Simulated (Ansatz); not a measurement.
Start from Si in the diamond structure (space group Fd-3m, No. 227; a = 5.470 Å).

One thing is altered: a negative pressure, −2 GPa.

The values are results of Ansatz (an electronic-structure program), PBE, PAW, cutoff 420 eV, scalar-relativistic without spin-orbit coupling, earlier PAW set, not measurements.

Base, band edges from the VBM (valence, conduction): X -2.80, 0.75; W -3.76, 4.27; L -1.18, 1.46; Γ 0.00, 2.55; K -2.38, 1.23; U -2.38, 1.23 eV.

Task: Give the band edges at the high-symmetry points of the new zone, measured from its valence-band maximum.

Result: 
```csv
point,valence edge (eV),conduction edge (eV)
Γ,0.00,2.54
X,-2.74,0.80
U,-2.33,1.26
K,-2.33,1.26
L,-1.16,1.38
W,-3.66,4.27
```

The gap is 0.66 eV, indirect, Γ → Γ–X (87 % along).

Load acts through the strain it causes; cell and atoms are relaxed under it. No phonon test of stability was made.
